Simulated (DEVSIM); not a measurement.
System: abrupt Si p-n junction, at 300 K.

Layer 1 from the left is Si, thickness (μm) 49.0, Na (cm⁻³) 1.4e18, τn (s) 1.1e-5, τp (s) 1.1e-5. Layer 2 from the left is Si, thickness (μm) 42.0, Nd (cm⁻³) 1.8e16, τn (s) 1.1e-5, τp (s) 1.1e-5.

Left contact: ohmic. Right contact: ohmic. Voltage is applied to the left contact. Recombination: SRH at mid-gap, Auger. Mobility is μmin + (μ − μmin)/(1 + (N/Nref)^α).

Constants are typed, rounded textbook-type inputs, not results; the design itself was drawn at random and stands for no fabricated device. Values at 300 K.

Si: gap (eV) 1.124, affinity (eV) 4.05, permittivity 11.7, Nc (cm⁻³) 2.86e19, Nv (cm⁻³) 3.1e19, μn (cm²/Vs) 1417, μp (cm²/Vs) 470, μn,min 52, μp,min 45, Nref,n 9.7e16, Nref,p 2.2e17, αn 0.68, αp 0.72, Cn (cm⁶/s) 2.8e-31, Cp (cm⁶/s) 9.9e-32.

Q: Estimate by hand the built-in potential, the peak field at zero bias, the capacitance at -1.5 V, and compare with a numerical solution.

A: 
- Built-in potential: ni = √(Nc Nv) exp(−Eg/2kT) = 1.08e10 cm⁻³ with Eg = 1.124 eV; Vbi = kT/q ln(Na Nd/ni²) = 0.853 V; numerical 0.853 V.
- Peak field at zero bias: depletion approximation: W = √(2εVbi/(qN)) = 0.249 μm with N = 1.78e16 cm⁻³; field = 2Vbi/W = 68500 V/cm; numerical 84700 V/cm (estimate below by 19 %).
- Capacitance at -1.5 V: C = √(qεN / 2(Vbi + |V|)) = 25.0 nF/cm²; numerical 25.4 nF/cm² (estimate below by 1.3 %).

Simulated with DEVSIM: 1D drift-diffusion, Boltzmann statistics, complete ionisation; no tunnelling, impact ionisation, image-force lowering or self-heating.
